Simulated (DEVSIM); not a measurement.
System: illuminated Si n-on-p cell, one wavelength, with a back-surface field, at 400 K.

```tsv
layer (left to right)	material	thickness (μm)	Nd (cm⁻³)	Na (cm⁻³)	τn (s)	τp (s)	absorption coefficient (cm⁻¹)
1	Si	0.150	4.3e18	-	1.5e-8	3.1e-8	7800
2	Si	31.0	-	2.6e15	3.6e-7	3.6e-7	7800
3	Si	1.70	-	5.3e18	3.6e-7	3.6e-7	7800
```

Left contact: ohmic, minority hole recombination velocity 2000 cm/s. Right contact: ohmic, minority electron recombination velocity 20 cm/s. Voltage is applied to the left contact. Recombination: SRH at mid-gap, radiative, Auger. Light enters at the left, 9.1e17 photons cm⁻² s⁻¹, one pass, no reflection. Mobility is constant in doping.

The device is made up for the run: typed textbook-type constants, with dimensions and the other settings drawn at random. Values at 300 K; Nc and Nv go as T^1.5, mobilities as T to minus their exponent, the gap by Varshni's rule with the affinity fixed.

| parameter | Si |
|---|---|
| gap (eV) | 1.124 |
| affinity (eV) | 4.05 |
| permittivity | 11.7 |
| Nc (cm⁻³) | 2.86e19 |
| Nv (cm⁻³) | 3.1e19 |
| μn (cm²/Vs) | 1417 |
| μp (cm²/Vs) | 470 |
| T exponent of μn | 2.3 |
| T exponent of μp | 2.2 |
| B (cm³/s) | 4.7e-15 |
| Cn (cm⁶/s) | 2.8e-31 |
| Cp (cm⁶/s) | 9.9e-32 |
| Varshni α (eV/K) | 0.000473 |
| Varshni β (K) | 636 |

Simulated with DEVSIM: 1D drift-diffusion, Boltzmann statistics, complete ionisation; no tunnelling, impact ionisation, image-force lowering or self-heating.

The temperature was swept, all else fixed.

```
temperature (K)  potential step across the device at zero bias (V)  share of generated pairs collected at short circuit  largest power (mW/cm²)  open-circuit voltage (V)
---------------  -------------------------------------------------  ---------------------------------------------------  ----------------------  ------------------------
250                                                          1.069                                                0.990                    84.0                     0.681
300                                                          1.029                                                0.987                    65.8                     0.564
350                                                          0.986                                                0.984                    47.9                     0.445
400                                                          0.940                                                0.982                    30.7                     0.323
450                                                          0.892                                                0.978                    15.2                     0.199
500                                                          0.842                                                0.963                    4.25                     0.085
```

From the first row to the last the potential step across the device at zero bias goes from 1.069 to 0.842. From the first row to the last the share of generated pairs collected at short circuit goes from 0.990 to 0.963.
